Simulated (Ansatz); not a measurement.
Functionals compared on the (221) surface of fcc Cu in its 1x1 cell, outermost plane spacing 0.60 Å in the ideal cut, in Ansatz (plane waves, PAW). The structure was relaxed with PBE; the other rows are single points on it, each with its references at the same level. Cutoff 420 eV (500 eV for r2SCAN).

Model: 18-atom slab, 10.3 Å thick at the start (thin: gaps and levels are the slab's own), 15x5x1 mesh, Fermi-Dirac 0.1 eV, dipole correction, all atoms relaxed; start symmetry kept, larger cells not searched; no spin, no spin-orbit, no U. These notes are the PBE run's.

| functional | surface energy (J/m²) | work function of the top face (eV) | rough cost of the single point |
|---|---|---|---|
| PBE | 1.49 | 4.52 | – |
| LDA | 1.97 | 4.88 | around 7 core-minutes (rough) |
| PBEsol | 1.82 | 4.63 | roughly 6 core-minutes |
| RPBE | 1.27 | 4.35 | very roughly 6 core-minutes |
| r2SCAN | 1.74 | 4.53 | roughly 9 core-minutes |

Ansatz is a quantum-chemistry and plane-wave program.
